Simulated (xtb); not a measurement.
xtb 6.7.1, GFN2-xTB: Si(Me)(Cl)3 triplet (C[Si](Cl)(Cl)Cl), charge 0, multiplicity 3, 8 atoms. The geometry is a generated start, not checked to be a minimum at this level.

```
Item                                                                                                           Result
------------------------  -------------------------------------------------------------------------------------------
method                                                                                                       GFN2-xTB
--acc                                                                                                     1 (default)
--etemp (K)                                                                                             300 (default)
detailed input (--input)  none: ANC optimiser, Lindh (1995) Hessian, microcycle=20, maxdispl=1.0, hlow=0.01 (default)
basis functions                                                                                                    47
valence electrons                                                                                                  32
```

```xyz
8

C     -1.0419    -0.1926     0.0407
Si     0.8236     0.1496    -0.0315
Cl     1.6895    -1.0106    -1.4442
Cl     1.1438     2.0936    -0.4908
Cl     1.6766    -0.2491     1.7589
H     -1.2483    -1.2322     0.2868
H     -1.5263     0.4233     0.7931
H     -1.5170     0.0181    -0.9131
```

Charge 0 and multiplicity 3 are set for this test and not shown to be the ground state. GFN-xTB has no spin term: --uhf 2 sets the occupations alone.

The structure is relaxed from this start with --opt LEVEL for the levels crude, sloppy, loose, lax, normal, tight, vtight, extreme, once each. Up to the end of the extreme run atoms move by at most 1.9 Å along an axis.

Problem. Which level is enough to come within 5 meV of the tightest end point?

Solution. loose: 34 cycles against 53, ending 1.3 meV above.

```
level    cycles  energy above the extreme run (meV)  gradient norm (eV/Å)
-------  ------  ----------------------------------  --------------------
crude        12                                  68                  0.35
sloppy       14                                  60                  0.16
loose        34                                 1.3                 0.048
lax          36                                0.40                 0.041
normal       38                                0.13                 0.030
tight        39                               0.100                 0.017
vtight       52                          under 0.01               0.00091
extreme      53                                   —               0.00093
```
